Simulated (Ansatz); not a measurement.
Cost and result by functional for the adsorption energy of Cl on the 1x1 (101) surface of anatase TiO2 (cut with top plane O), one in a 2x1 cell, started at the site 'bridge O-O (span 2.8 Å)', in Ansatz (plane waves, PAW). Single points on the PBE structure, on one kind of machine; costs are rough ratios of the slab run's core time (references not counted) to the cheapest single point. r2SCAN's cost holds its higher cutoff (500 against 420 eV). Differences are taken against r2SCAN for comparison alone: no measured value is at hand, so the table doesn't rank accuracy. The points keep PBE's geometry, so the relaxation of a polaron and the settling of charge on one site are left out.

Host crystal: anatase TiO2, with a band gap (PBE, scalar-relativistic without spin-orbit coupling).

Model: 37-atom slab, 9.4 Å thick at the start under the adsorbate (thin: gaps and levels are the slab's own), 3x4x1 mesh, Fermi-Dirac 0.01 eV, dipole correction, 14 atoms held, the rest relaxed; no symmetry held; spin-polarised, ending with about 1.0 μB a cell; orders that need a larger cell were not tried, no spin-orbit, no U, no dispersion correction. At the end it is bonded to Ti. In PBE it is, or lies within 0.03 eV of, the lowest of the starts that converged. These notes are the PBE run's. r2SCAN: The program's check for a lower electronic state was not made. Adsorption energies are against ½ Cl2(g). A negative adsorption energy means that the adsorbate is more stable on the surface than in its reference.

```tsv
functional	relative cost	adsorption energy (eV)	less r2SCAN (eV)
RPBE	1	1.05	0.31
r2SCAN	2	0.74	0.00
PBE (the relaxed run's value)	–	0.92	0.18
```

The values span 0.31 eV, while the single points' costs differ by a factor of roughly 2. Differences are of unrounded values.

Ansatz is an electronic-structure program.
